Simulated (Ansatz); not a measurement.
Consider WSe$_{2}$ (space group P6_3/mmc, No. 194; layered, stacked along the Cartesian z axis).

```yaml
crystal:
  lattice:
    - [3.27904, 0.00000, 0.00000]
    - [-1.63952, 2.83973, 0.00000]
    - [0.00000, 0.00000, 12.78623]
  atoms:
    - { symbol: W, position: [0.66667, 0.33333, 0.75000] }
    - { symbol: W, position: [0.33333, 0.66667, 0.25000] }
    - { symbol: Se, position: [0.66667, 0.33333, 0.38172] }
    - { symbol: Se, position: [0.33333, 0.66667, 0.88172] }
    - { symbol: Se, position: [0.33333, 0.66667, 0.61828] }
    - { symbol: Se, position: [0.66667, 0.33333, 0.11828] }
```

Cartesian axes are those of the cell as printed.

The values are results of DFT with PBE-D3(BJ), PAW potentials and a 420 eV plane-wave cutoff in Ansatz (a quantum-chemistry and plane-wave program), no spin-orbit coupling, not measurements.

Strains are applied to the cell and any free atomic positions relax; under biaxial strain the out-of-plane vector relaxes too.

One change was made to it. Results:

```csv
quantity,base,after
band gap,0.87 eV,0.86 eV
hole mass,"1.3 mₑ along c, 0.70 mₑ across (at Γ)","1.7 mₑ out of plane, 0.59 mₑ in plane (at Γ)"
smallest direct gap,1.57 eV,1.35 eV
"valence-band top at Γ (three highest levels, from the VBM)","0.00, -0.96, -1.20 eV","0.00, -0.87, -1.06 eV"
volume per atom,19.84 Å³,20.43 Å³
```

**Question.** Which change produced these results?
A. biaxial strain +1.20 %, plane normal [001], relaxed out of plane
B. biaxial strain +1.80 %, plane normal [001], relaxed out of plane
C. biaxial strain +3.00 %, plane normal [001], relaxed out of plane
D. biaxial strain +0.60 %, plane normal [001], relaxed out of plane
E. biaxial strain +2.40 %, plane normal [001], relaxed out of plane

**Answer.** B, biaxial strain +1.80 %, plane normal [001], relaxed out of plane. For comparison, the valence-band top at Γ in the other runs: biaxial strain +2.40 %, plane normal [001], relaxed out of plane gives 0.00, -0.84, -1.02 eV; biaxial strain +3.00 %, plane normal [001], relaxed out of plane gives 0.00, -0.80, -0.97 eV; biaxial strain +0.60 %, plane normal [001], relaxed out of plane gives 0.00, -0.93, -1.15 eV; biaxial strain +1.20 %, plane normal [001], relaxed out of plane gives 0.00, -0.90, -1.11 eV.

Spin-orbit coupling, missing from the scalar runs, can matter with W. Masses are band curvatures over ±0.01 Å⁻¹ around the edge. Stability against distortions was not tested.
